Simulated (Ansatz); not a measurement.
We consider TiAl3 (I4/mmm, No. 139), described by PBE-D3(BJ) (Ansatz, a first-principles code, PAW).

Settings: plane-wave cutoff 520 eV, 20×20×20 k mesh, Fermi–Dirac smearing 0.05 eV, no spin polarisation, scalar-relativistic PAW data made under PBE.

Properties against volume:

Shape and atoms are relaxed at each volume.

| V (Å³/atom) | P (GPa) | c (Å) | a (Å) |
|---|---|---|---|
| 14.680 | 5.08 | 8.375 | 3.745 |
| 14.986 | 2.41 | 8.435 | 3.770 |
| 15.292 | -0.01 | 8.494 | 3.795 |
| 15.598 | -2.19 | 8.554 | 3.819 |
| 15.904 | -4.17 | 8.613 | 3.843 |

Note: the bulk modulus comes from volumes at which shape and atoms were relaxed.
